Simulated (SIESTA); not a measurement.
SIESTA run on CaCu4As2 (P1, 7 atoms in the cell): self-consistent single point.

Method of the run: GGA PBEsol, numerical atomic orbitals DZP, PseudoDojo PBEsol standard norm-conserving potentials (rewritten from UPF to PSML) in SIESTA 5.4.2.

The change in words: atoms moved at random. Reference geometry:
```xyz
7
Lattice="2.0085 1.1596 7.3654 -2.0085 1.1596 7.3654 0.0000 -2.3192 7.3654" Properties=species:S:1:pos:R:3 pbc="T T T"
Ca     0.0000     0.0000     0.0000
Cu     0.0000     0.0000     3.1938
Cu     0.0000     0.0000    18.9024
Cu     0.0000     0.0000    12.4035
Cu     0.0000     0.0000     9.6926
As     0.0000     0.0000     5.5720
As     0.0000     0.0000    16.5242
```

Reference input (self-consistent single point, DFT, GGA PBEsol, numerical atomic orbitals DZP, PseudoDojo PBEsol standard norm-conserving potentials (rewritten from UPF to PSML)): XC.functional = GGA; XC.authors = PBEsol; potentials = PseudoDojo PBEsol standard; PAO.BasisSize = DZP; PAO.EnergyShift = 0.01 Ry; MeshCutoff = 350 Ry; kgrid.MonkhorstPack = 5 5 5; OccupationFunction = MP; OccupationMPOrder = 0; ElectronicTemperature = 3156.43 K; MaxSCFIterations = 150; SCF.Mixer.Method = Pulay. This run's input differs from it in these lines:

```diff
@@ -19,9 +19,9 @@
 %block AtomicCoordinatesAndAtomicSpecies
-     0.000000000    0.000000000    0.000000000  1
-     0.000000000    0.000000289    3.193775642  2
-    -0.000000000    0.000001711   18.902361358  2
-     0.000000000    0.000001123   12.403511832  2
-     0.000000000    0.000000877    9.692625168  2
-    -0.000000000    0.000000504    5.571982867  3
-    -0.000000000    0.000001496   16.524154133  3
+    -0.021402480    0.052121854    0.040163412  1
+     0.011396178   -0.050850641    3.139102434  2
+     0.020245589   -0.085962001   18.930209856  2
+    -0.008847403    0.053281418   12.413867555  2
+     0.005898938   -0.074089657    9.710176866  2
+     0.012201583    0.089432590    5.544863542  3
+    -0.019492405    0.016070118   16.510012605  3
 %endblock AtomicCoordinatesAndAtomicSpecies
```

The program printed (abridged):

```
        iscf     Eharris(eV)        E_KS(eV)     FreeEng(eV)     dDmax    Ef(eV) dHmax(eV)
   scf:    1   -26502.834883   -27136.578485   -27136.883850  2.187230  2.614610 69.471687
   scf:    2   -27514.787195   -27415.880222   -27415.957353  2.240597 -1.091499 16.524520
   scf:    3   -27433.927311   -27426.404035   -27426.463841  0.217250 -1.594164  6.554423
   scf:    4   -27432.627365   -27430.118163   -27430.171485  0.147424 -1.920781  3.249679
   scf:    5   -27431.182284   -27430.930808   -27430.979869  0.119875 -2.108529  1.203351
   [... 9 lines left out ...]
   scf:   15   -27430.980676   -27430.980673   -27431.030988  0.000040 -2.126721  0.000473
   scf:   16   -27430.980673   -27430.980673   -27431.030988  0.000015 -2.126727  0.000310
   scf:   17   -27430.980673   -27430.980673   -27431.030988  0.000024 -2.126744  0.000121
   scf:   18   -27430.980672   -27430.980673   -27431.030988  0.000009 -2.126762  0.000108
SCF Convergence by DM+H criterion
max |DM_out - DM_in|         :     0.0000089195
max |H_out - H_in|      (eV) :     0.0001076645
SCF cycle converged after 18 iterations

Using DM_out to compute the final energy and forces

siesta: E_KS(eV) =           -27430.9807

siesta: E_KS - E_eggbox =    -27430.9807

siesta: Atomic forces (eV/Ang):
     1    0.111473   -0.056868   -0.628149
     2   -0.003206   -0.219856    0.269283
     3   -0.046428    0.649379   -0.298335
     4    0.182549   -0.304281   -0.161540
     5   -0.213609    0.663351    0.313367
     6   -0.242660   -0.371330    0.671188
     7    0.209011   -0.359704   -0.160286
   Tot   -0.002870    0.000691    0.005528
   Max    0.671188
   Res    0.353610    sqrt( Sum f_i^2 / 3N )
   Max    0.671188    constrained

   [... lines left out ...]
siesta: FreeEng =    -27431.030988
siesta: Cell volume =        102.926142 Ang**3
siesta:         114.97033684        130.18483492  kBar
   [... lines left out ...]

              0.135   0.149

mulliken: Qtot =      116.000

Mulliken Atomic Populations:
Atom #   charge [q] valence [e]  Species
     1     0.933192    9.066808  Ca
     2     0.062940   18.937060  Cu
     3     0.076654   18.923346  Cu
     4     0.196756   18.803244  Cu
     5     0.182441   18.817559  Cu
     6    -0.707427   15.707427  As
     7    -0.744555   15.744555  As
 Total    -0.000000
```

The run converged in 18 iterations. Against the reference run the free energy goes up by 15.5 meV/atom, the pressure goes from 10.98 to 11.50 GPa and the largest force goes from 0.499 to 0.805 eV/Å.

The starting cell comes from a database of computed structures (which also holds hypothetical and non-ambient phases and stackings), without a prior relaxation at this level. Its lattice was rescaled by a random factor within 2.5 % of one. For this run, on top of that: atoms moved at random. Spin polarisation is off. Values carry the incompleteness of an atom-centred basis. With a pressure of about 11 GPa the cell is away from its equilibrium volume at this level. The run gives no clean gap (levels at the Fermi energy touch, overlap or are partly filled at this smearing), which alone does not show that the compound is a metal.

Cost on one core of a shared machine: roughly 2 min.
